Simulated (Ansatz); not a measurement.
CsCl-type CsBr: PBE at its full settings (plane-wave cutoff 520 eV, 8×8×8 k mesh, Fermi–Dirac smearing 0.01 eV, scalar-relativistic PAW data made under PBE) and at cheaper ones, in a cell of 2 atoms with Γ-centred meshes.

| level and setting | lattice parameter a (Å) | bulk modulus B0 (GPa) |
|---|---|---|
| PBE (Ansatz) | 4.390 | 12.2 |
| PBE (2×2×2 k mesh) (Ansatz) | 4.465 | 11.4 |
| PBE (4×4×4 k mesh) (Ansatz) | 4.390 | 12.2 |
| PBE (6×6×6 k mesh) (Ansatz) | 4.390 | 12.2 |
| PBE (Fermi-Dirac smearing of 0.3 eV) (Ansatz) | 4.390 | 12.2 |

Largest shifts from the full settings: lattice constant a +1.71 % (PBE (2×2×2 k mesh)), against a difference of +2.31 % of the full result from the reference 4.291 Å (measured, 300 K, not corrected to a static lattice; as tabulated in Wikipedia's data pages); bulk modulus -6.6 % (PBE (2×2×2 k mesh)), against a difference of -34 % of the full result from the reference 18.4 GPa (measured, 4 K, no zero-point or thermal correction, from measured elastic constants; as tabulated in Vallin et al. (1964), doi:10.1063/1.1713597).

Ansatz's density-functional and Hartree–Fock values are scalar-relativistic unless marked +SOC, with PAW data made under PBE.

Run with cheap settings on purpose, which may leave them unconverged: PBE (2×2×2 k mesh), PBE (4×4×4 k mesh), PBE (6×6×6 k mesh), PBE (Fermi-Dirac smearing of 0.3 eV).

Ansatz is a program for electronic structure.
